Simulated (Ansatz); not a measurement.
By PBEsol, the system below comes out a metal.

Input:

```
AlTi
1.0
    2.86696     0.00000     0.00000
    0.00000     2.86696     0.00000
    0.00000     0.00000     4.14775
Ti Al
1 1
Direct
  0.50000   0.50000   0.50000
  0.00000   0.00000   0.00000
```

Space group of this cell: P4/mmm. The cell is strained (all lengths scaled by 1.02); by PBEsol its mean pressure is -8.0 GPa.

The current flows along the normal of the first two printed cell vectors, the (001) plane of the conventional cell. No spin-orbit coupling; the value is a mean over 0.1 eV about the Fermi level.

Q: Give the ballistic conductance per area that PBEsol run with Ansatz (a program for electronic structure) yields.

A: 0.68 × 10¹⁵ S/m² for both spins.
